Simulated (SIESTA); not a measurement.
**SIESTA run on a (100) slab of HfN (cut from a parent of space group no. 225; 8 atoms in the cell): self-consistent single point**

Level of theory: GGA PBEsol, numerical atomic orbitals DZP, PseudoDojo PBEsol standard norm-conserving potentials (rewritten from UPF to PSML) (SIESTA 5.4.2).

This input was run:

```
# files in the folder: Hf.psml N.psml (PseudoDojo PBEsol standard)
SystemName  HfN
SystemLabel HfN

NumberOfAtoms                8
NumberOfSpecies              2
%block ChemicalSpeciesLabel
  1 72 Hf
  2 7 N
%endblock ChemicalSpeciesLabel
LatticeConstant              1.0 Ang
%block LatticeVectors
     3.180142000    0.000000000    0.000000000
    -3.180142000    3.180142000    0.000000000
     0.000000000    0.000000000   20.746011000
%endblock LatticeVectors
AtomicCoordinatesFormat      Bohr
%block AtomicCoordinatesAndAtomicSpecies
     0.000000000    0.000000000   17.477541994  1
    -3.004798709    3.004798709   13.228072584  1
     0.000000000    0.000000000   25.976206385  1
    -3.004798709    3.004798709   21.726972200  1
     0.000000000    0.000000000   13.228072584  2
    -3.004798709    3.004798709   17.477541994  2
     0.000000000    0.000000000   21.726972200  2
    -3.004798709    3.004798709   25.976206385  2
%endblock AtomicCoordinatesAndAtomicSpecies

XC.functional                GGA
XC.authors                   PBEsol
PAO.BasisSize                DZP
PAO.EnergyShift              0.01 Ry
MeshCutoff                   350 Ry
%block kgrid.MonkhorstPack
    7   0   0  0.0
    0   7   0  0.0
    0   0   1  0.0
%endblock kgrid.MonkhorstPack
OccupationFunction           FD
ElectronicTemperature        100.0 meV

MaxSCFIterations             150
SCF.Mixer.Method             Broyden
SCF.Mixer.Weight             0.2
SCF.Mixer.History            8
SCF.DM.Tolerance             1.0E-04
Diag.ParallelOverK           true
WriteForces                  true
```

Output (repeated stretches shortened):

```
reinit: Reading from file input.fdf

reinit: System Name: HfN
reinit: System Label: HfN

coor:   Atomic-coordinates input format  =     Cartesian coordinates
coor:                                            (in Bohr units)

siesta: Atomic coordinates (Bohr) and species
siesta:      0.00000   0.00000  17.47754  1        1
siesta:     -3.00480   3.00480  13.22807  1        2
siesta:      0.00000   0.00000  25.97621  1        3
siesta:     -3.00480   3.00480  21.72697  1        4
siesta:      0.00000   0.00000  13.22807  2        5
siesta:     -3.00480   3.00480  17.47754  2        6
siesta:      0.00000   0.00000  21.72697  2        7
siesta:     -3.00480   3.00480  25.97621  2        8

siesta: System type = slab

initatomlists: Number of atoms, orbitals, and projectors:      8   128   160

siesta: ******************** Simulation parameters ****************************
redata: Spin configuration                          = none
redata: Time-Reversal Symmetry                      = T
redata: Number of Atomic Species                    =        2
redata: Mesh Cutoff                                 =   350.0000 Ry
redata: Net charge of the system                    =     0.0000 |e|
redata: Min. number of SCF Iter                     =        0
redata: Max. number of SCF Iter                     =      150
redata: SCF convergence failure will abort job
redata: SCF mix quantity                            = Hamiltonian
redata: Mix DM or H after convergence               =   F
redata: Recompute H after scf cycle                 =   F
redata: Mix DM in first SCF step                    =   T
redata: No kicks to SCF
redata: DM Mixing Weight for Kicks                  =     0.5000
redata: Require Harris convergence for SCF          =   F
redata: Harris energy tolerance for SCF             =     0.000100 eV
redata: Require DM convergence for SCF              =   T
   [... lines left out ...]
diag: Parallel distribution                         =     1 x     1
diag: Used triangular part                          = Lower
diag: Absolute tolerance                            =  0.100E-15
diag: Orthogonalization factor                      =  0.100E-05
diag: Memory factor                                 =  1.0000

superc: Internal auxiliary supercell:     9 x     5 x     1  =      45
superc: Number of atoms, orbitals, and projectors:    360   5760   7200

                        Single-point calculation

superc: Internal auxiliary supercell:     9 x     5 x     1  =      45
superc: Number of atoms, orbitals, and projectors:    360   5760   7200

outcell: Unit cell vectors (Ang):
        3.180142    0.000000    0.000000
       -3.180142    3.180142    0.000000
        0.000000    0.000000   20.746011

outcell: Cell vector modules (Ang)   :    3.180142    4.497400   20.746011
outcell: Cell angles (23,13,12) (deg):     90.0000     90.0000    135.0000
outcell: Cell volume (Ang**3)        :    209.8107
new_DM -- step:     1
Initializing Density Matrix...

Attempting to read DM from file... Failed...
DM filled with atomic data:

InitMesh: MESH = 36 x 48 x 256 = 442368
InitMesh: Mesh cutoff (required, used) =   350.000   393.524 Ry

stepf: Fermi-Dirac step function
        iscf     Eharris(eV)        E_KS(eV)     FreeEng(eV)     dDmax    Ef(eV) dHmax(eV)
   scf:    1    -7205.773408    -7252.621187    -7252.716886  1.781440 -2.290707 15.845121
   scf:    2    -7265.730420    -7265.668637    -7265.773677  0.191030 -1.737363 13.243601
   scf:    3    -7267.784529    -7269.266841    -7269.360487  0.198397 -2.078584  5.395722
   scf:    4    -7270.606601    -7270.494831    -7270.599835  0.103488 -2.015921  1.895720
   scf:    5    -7270.460968    -7270.531829    -7270.634448  0.036887 -2.109094  1.965313
   scf:    6    -7270.602488    -7270.596216    -7270.698433  0.015685 -2.132348  0.557065
   [... 2 lines left out ...]
   scf:    9    -7270.617725    -7270.617402    -7270.721460  0.004183 -2.107831  0.047319
   scf:   10    -7270.617474    -7270.617494    -7270.721536  0.001727 -2.105274  0.040191
   scf:   11    -7270.617465    -7270.617489    -7270.721577  0.000367 -2.104836  0.014362
   scf:   12    -7270.617434    -7270.617464    -7270.721583  0.000183 -2.104443  0.000903
   scf:   13    -7270.617462    -7270.617463    -7270.721584  0.000089 -2.104458  0.000514
SCF Convergence by DM+H criterion
max |DM_out - DM_in|         :     0.0000887626
max |H_out - H_in|      (eV) :     0.0005139479
SCF cycle converged after 13 iterations

Using DM_out to compute the final energy and forces

siesta: E_KS(eV) =            -7270.6175

siesta: E_KS - E_eggbox =     -7270.6175

siesta: Atomic forces (eV/Ang):
     1   -0.000000    0.000000   -0.144726
     2    0.000000   -0.000000    1.629025
     3   -0.000000   -0.000000   -1.628170
     4    0.000000    0.000000    0.143608
     5   -0.000000    0.000000   -1.089784
     6    0.000000   -0.000000   -0.839003
     7   -0.000000   -0.000000    0.838220
     8    0.000000   -0.000000    1.090694
   Tot    0.000000   -0.000000   -0.000137
   Max    1.629025
   Res    0.616780    sqrt( Sum f_i^2 / 3N )
   Max    1.629025    constrained

Stress tensor Voigt[x,y,z,yz,xz,xy] (kbar):       40.27       40.49       10.83        0.00       -0.00        0.15
(Free)E + p*V (eV/cell)    -7274.7200
Target enthalpy (eV/cell)    -7270.7216

siesta: Program's energy decomposition (eV):
siesta: Ebs     =     -1670.434869
siesta: Eions   =      9370.865625
siesta: Ena     =      1377.334243
siesta: Ekin    =      2342.905923
siesta: Enl     =       179.882720
siesta: Eso     =         0.000000
siesta: Edftu   =         0.000000
siesta: DEna    =        69.996908
siesta: DUscf   =         4.333253
siesta: DUext   =         0.000000
siesta: Ex      =     -1732.273809
siesta: Ec      =      -141.931077
siesta: Exc     =     -1874.204886
siesta: Eharris =     -7270.617462
siesta: Etot    =     -7270.617463
siesta: FreeEng =     -7270.721584

siesta: Atomic forces (eV/Ang):
siesta:      1   -0.000000    0.000000   -0.144726
siesta:      2    0.000000   -0.000000    1.629025
siesta:      3   -0.000000   -0.000000   -1.628170
siesta:      4    0.000000    0.000000    0.143608
siesta:      5   -0.000000    0.000000   -1.089784
siesta:      6    0.000000   -0.000000   -0.839003
siesta:      7   -0.000000   -0.000000    0.838220
siesta:      8    0.000000   -0.000000    1.090694
siesta: ----------------------------------------
siesta:    Tot    0.000000   -0.000000   -0.000137

siesta: Stress tensor (static) (eV/Ang**3):
siesta:     0.025137    0.000096   -0.000000
siesta:     0.000096    0.025272    0.000000
siesta:    -0.000000    0.000000    0.006762

siesta: Cell volume =        209.810698 Ang**3

siesta: Pressure (static):
siesta:                Solid            Molecule  Units
siesta:          -0.00020756         -0.00018296  Ry/Bohr**3
siesta:          -0.01905734         -0.01679847  eV/Ang**3
siesta:         -30.53321978        -26.91411472  kBar

siesta: Electric dipole (a.u.)  =    0.000000   -0.000000    0.000036
siesta: Electric dipole (Debye) =    0.000000   -0.000000    0.000092
```

The run converged in 13 iterations.

The starting cell has typed, rounded lattice constants, without a prior relaxation at this level. The slab is cut from that crystal, and its faces are unrelaxed. Its lattice was rescaled by up to half a per cent. Spin polarisation is off, though cut faces can carry moments; the slab shows no gap. Values carry the incompleteness of an atom-centred basis. Forces in this geometry exceed 1 eV/Å.

Cost on one core of a shared machine: roughly 90 s.
